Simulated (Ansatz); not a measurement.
The parent structure is Sc in the hcp (Mg type) structure (space group P6_3/mmc, No. 194; a = 3.319 Å, c = 5.166 Å). Axes: x lies along a and z along c of the hexagonal cell.

Level of theory: Ansatz (a quantum-chemistry and plane-wave program) PBE, no spin-orbit coupling.

Now apply this change: the cell is scaled by 1.0110 in all directions; the atoms relax in the strained cell.

Problem. Predict the stress tensor and what it implies for the stiffness.

Solution. Stress of the strained cell less that of the base (GPa, compression positive):
```
   -1.7     0.0     0.0
    0.0    -1.7     0.0
    0.0     0.0    -1.6
```

Then B = −ΔP/(ΔV/V₀) with ΔV/V₀ = 0.0334 gives secant stiffness values (nonlinear terms included at this strain): B (at held cell shape, above the free-shape value) ≈ 50 GPa.

As a check, the harmonic strain energy −½ V₀ Δσ:ε is 4.3 meV/atom; the computed energy rise is 4.5 meV/atom.

Stability against distortions was not tested. All final runs are without spin polarisation.
